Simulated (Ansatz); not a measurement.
BP under load (space group Imm2), r2SCAN with spin-orbit coupling, rigid bands run with Ansatz (a program for electronic structure). Condition of this run: uniaxial stress along [110] of -1 GPa (compression positive) (the target of the relaxation). Band gap 1.38 eV, N_c = 2.45e19 cm⁻³ and N_v = 1.71e19 cm⁻³ at 300 K, conductivity masses along y (a = (0.00, 2.27, 2.27) Å; b = (2.27, 0.00, 2.27) Å; c = (2.27, 2.27, 0.00) Å) of 0.285 mₑ (electrons) and 0.399 mₑ (holes). Take k_BT = 0.02585 eV.

Q: A film of it is 5 nm thick, with its normal along the direction named. Estimate the confinement energies in an infinite well.

A: ħ²π²/(2m t²) = 0.376 eV·nm²/(m/mₑ × t²) gives 52.8 meV for electrons and 37.7 meV for holes, so the gap would widen to about 1.47 eV. Finite barriers and nonparabolic bands lower this, and with several valleys or bands the heaviest mass along the normal sets the lowest level, not this average.

Q: What built-in voltage has an abrupt junction with N_A = 1e16 and N_D = 1e17 cm⁻³, all dopants ionised?

A: V_bi = E_g/e − (k_BT/e) ln(N_c N_v/(N_A N_D)) = 1.38 − 0.02585 × 12.95 = 1.05 V, for the computed gap.

Q: What thermal injection velocity √(2k_BT/πm) limits a ballistic channel along the direction named?

A: 1.01e7 cm/s for electrons and 8.52e6 cm/s for holes, a ratio of √(m_h/m_e) = 1.18, for dilute carriers.

Rigid bands with the computed gap; masses take one relaxation time for all states.
